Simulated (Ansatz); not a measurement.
Take InP in the zinc blende structure (space group F-43m, No. 216; a = 5.8269 Å) as the base. Axes: x, y, z lie along the cube axes.

All numbers come from Ansatz (an electronic-structure program) LDA, no SOC.

Strains are applied to the cell and any free atomic positions relax.

One change was made to it. Results:

```tsv
quantity	base	after
band gap	0.58 eV	0.54 eV
pressure (mean of the normal stresses, compression positive)	0.00 GPa	-0.35 GPa
```

Question: Name the change that was made.
A. uniaxial strain ε_zz = +2.00 %
B. uniaxial strain ε_zz = +2.50 %
C. uniaxial strain ε_zz = −2.00 %
D. uniaxial strain ε_zz = +0.50 %
E. uniaxial strain ε_zz = +3.00 %

Answer: D, uniaxial strain ε_zz = +0.50 %. For comparison, the band gap in the other runs: uniaxial strain ε_zz = +3.00 % gives 0.36 eV; uniaxial strain ε_zz = +2.50 % gives 0.40 eV; uniaxial strain ε_zz = −2.00 % gives 0.62 eV; uniaxial strain ε_zz = +2.00 % gives 0.44 eV.

No phonon test of stability was made.
